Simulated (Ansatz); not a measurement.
Data:

```yaml
crystal:
  lattice:
    - [4.60139, 0.00000, 0.00000]
    - [-2.30069, 3.98492, 0.00000]
    - [0.00000, 0.00000, 7.20922]
  atoms:
    - { symbol: Mg, position: [0.33333, 0.66667, 0.99252] }
    - { symbol: Mg, position: [0.66667, 0.33333, 0.49252] }
    - { symbol: Te, position: [0.33333, 0.66667, 0.37748] }
    - { symbol: Te, position: [0.66667, 0.33333, 0.87748] }
```

These are PBEsol with spin-orbit coupling, rigid bands (plane waves, PAW; Ansatz, a quantum-chemistry and plane-wave program) values and carry that method's errors. Condition of this run: uniaxial stress zz = 1 GPa (compression positive) (the target of the relaxation). Geometry: cell and atoms relaxed with PBEsol, then loaded as said.

Q: Predict the electron conductivity mass (n e² τ/σ) at 300 K, by direction if it differs.

A: 0.177 (x), 0.177 (y), 0.168 (z) mₑ.

Q: Predict the hole conductivity mass (n e² τ/σ) at 300 K, by direction if it differs.

A: 1.38 (x), 1.38 (y), 0.29 (z) mₑ.

Q: And the band gap?

A: 2.08 eV at this level; semilocal functionals usually fall short of the measured gap.

Rigid bands, one relaxation time for all states, no polarons.
